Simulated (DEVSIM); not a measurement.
Structure: Schottky contact on n-type InP, at 300 K.

Layer 1 from the left is InP, thickness (μm) 2.40, Nd (cm⁻³) 1.4e15, τn (s) 1.9e-8, τp (s) 1.9e-8.

Left contact: Schottky, work function 5.12 eV, emission velocity 3.2e6 cm/s. Right contact: ohmic. Voltage is applied to the left contact. Recombination: SRH at mid-gap, radiative, Auger. Mobility is μmin + (μ − μmin)/(1 + (N/Nref)^α).

Constants are typed, rounded textbook-type inputs, not results; the design itself was drawn at random and stands for no fabricated device. Values at 300 K.

InP: gap (eV) 1.344, affinity (eV) 4.38, permittivity 12.5, Nc (cm⁻³) 5.7e17, Nv (cm⁻³) 1.1e19, μn (cm²/Vs) 5200, μp (cm²/Vs) 170, μn,min 400, μp,min 10, Nref,n 3e17, Nref,p 4.9e17, αn 0.47, αp 0.62, B (cm³/s) 1.2e-10, Cn (cm⁶/s) 9e-31, Cp (cm⁶/s) 9e-31.

Task: Estimate by hand the built-in potential, the peak field at zero bias, the capacitance at -3 V, and compare with a numerical solution.

Result: 
- Built-in potential: barrier φB = 0.740 eV; Vbi = φB − kT/q ln(N_band/N) = 0.585 V; numerical 0.585 V.
- Peak field at zero bias: depletion approximation: W = √(2εVbi/(qN)) = 0.760 μm with N = 1.40e15 cm⁻³; field = 2Vbi/W = 15400 V/cm; numerical 15000 V/cm (estimate above by 2.3 %).
- Capacitance at -3 V: C = √(qεN / 2(Vbi + |V|)) = 5.88 nF/cm²; numerical 5.91 nF/cm².

DEVSIM, 1D drift-diffusion, Boltzmann statistics, complete ionisation; no tunnelling, impact ionisation, image-force lowering or self-heating. Metal contacts follow the ideal Schottky-Mott rule: no Fermi-level pinning, no interface dipoles.
